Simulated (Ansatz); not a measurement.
Input:

```xyz
2
Lattice="3.6630 0.0000 0.0000 0.0000 3.6630 0.0000 1.8315 -1.8315 2.5432" Properties=species:S:1:pos:R:3 pbc="T T T"
Be     0.0000     0.0000     0.0000
Se     3.6630     1.8315     1.2716
```

No spin polarisation.

Calculations: Kohn–Sham DFT with the PBEsol functional, run in Ansatz (an electronic-structure program) with PAW and 420 eV plane waves, no spin-orbit coupling. Γ-centred 11×11×11 mesh, Fermi–Dirac width 0.05 eV.

Question: Predict the in-plane stress, valence-band top at Γ, electron mass and band gap.

Answer: The mean in-plane stress (compression positive) is -1.4 GPa and the valence-band top at Γ (three highest levels, from the VBM) is 0.00, -0.09, -0.09 eV. The electron mass is 0.82 mₑ along k, 0.27 mₑ across (at X) and the band gap is 2.35 eV.

The cells carry an imposed strain or load. Effective masses come from finite differences of ±0.01 Å⁻¹. Along k means along the line from Γ to the band edge. Stability against distortions was not tested. The cell was made from BeSe in the zinc blende structure (space group F-43m, No. 216) by this change: biaxial strain +1.00 %, plane normal [001], relaxed out of plane.
